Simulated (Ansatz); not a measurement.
The starting structures come from a database of crystals and need not be the phases stable at ambient conditions.

## Evanescent states of GaS (R-3m, 4 atoms a cell, 21.6 Å³ an atom) along the normal of (001)

These are PBEsol (plane waves, PAW; Ansatz, a program for electronic structure) values and carry that method's errors.

The gap is the functional's own, uncorrected, and κ follows it; spin-orbit coupling is left out. Mid-gap means the computed energy nearest the middle.

Energies count from the valence-band top; κ is the least over a 12×12 mesh across the current.

```
E (eV)  κ (1/Å)  where
------  -------  -----
0.04      0.037      Γ
0.12      0.063      Γ
0.20      0.079      Γ
0.28      0.090      Γ
0.36      0.099      Γ
0.44      0.106      Γ
0.52      0.111      Γ
0.60      0.114      Γ
0.68      0.116      Γ
0.76      0.117      Γ
0.84      0.116      Γ
0.92      0.113      Γ
1.00      0.108      Γ
1.08      0.101      Γ
1.16      0.091      Γ
1.24      0.075      Γ
1.32      0.050      Γ
```

Q: How thick must the barrier be to attenuate the transmission by 10^6 when the electrodes' Fermi level lies at 0.20 eV, and what attenuation does that film give at 0.68 eV?

A: d = 6 ln 10 / (2 × 0.079) = 87.4 Å. At 0.68 eV it gives 6 × 0.116/0.079 = 8.8 decades.
